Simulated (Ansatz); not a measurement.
We consider InP (model structure, within 0.1 Å of P6₂22, No. 180, 6 atoms in the cell), described by r²SCAN+rVV10 (Ansatz, a first-principles code, plane waves, PAW).

Numerical settings: plane-wave cutoff 560 eV, 18×18×6 k mesh (along the axes of the cell as run), Fermi–Dirac smearing 0.05 eV, scalar-relativistic PAW data made under PBE.

Cell (relaxed at this level):

InP is taken in the trigonal space group P3₂21 (No. 154), Pearson symbol hP6. Conventional cell: a = b = 4.1222 Å, c = 9.3217 Å, α = β = 90.00°, γ = 120.00°. In on 3a is coordinated by 4 P at 2.580 Å. P on 3b has 4 In at 2.580 Å. (Neighbours: up to the widest gap in distance over summed covalent radii, below 1.35, at either atom; cation-cation and far metal-metal contacts left out.)

**Question.** What does this level give for the band gap?

**Answer.** 
* **band gap**: 0.48 eV

Spin–orbit coupling is not included.

Static lattice: no zero-point or thermal effects.

A model structure was made by putting elements into a prototype or built by hand; it is no filed structure, need not be a known phase, and can be a saddle point held by its symmetry.
